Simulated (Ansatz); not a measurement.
For NbSi (model structure, started from the WC type, P-6m2, No. 187, 2 atoms in the cell), PBE in Ansatz (PAW) gives:

```
Quantity                         Result
------------------------------  -------
equilibrium lattice constant a  3.039 Å
lattice parameter c             4.053 Å
```

Problem. What does r²SCAN in Ansatz (PAW) give for the same quantities?

Solution. 
- lattice constant a: 3.036 Å (shrinks by 0.1 %)
- lattice parameter c: 4.029 Å (falls by 0.6 %)

Changes are worked out from the printed values.

Unless a cell is named, each level is at its own relaxed cell (PBE 16.21, r²SCAN 16.08 Å³/atom).

Ansatz's density-functional and Hartree–Fock values are scalar-relativistic unless marked +SOC, with PAW data made under PBE.

A model structure was made by putting elements into a prototype or built by hand; it is no filed structure, need not be a known phase, and can be a saddle point held by its symmetry.

Ansatz is a program for electronic structure.
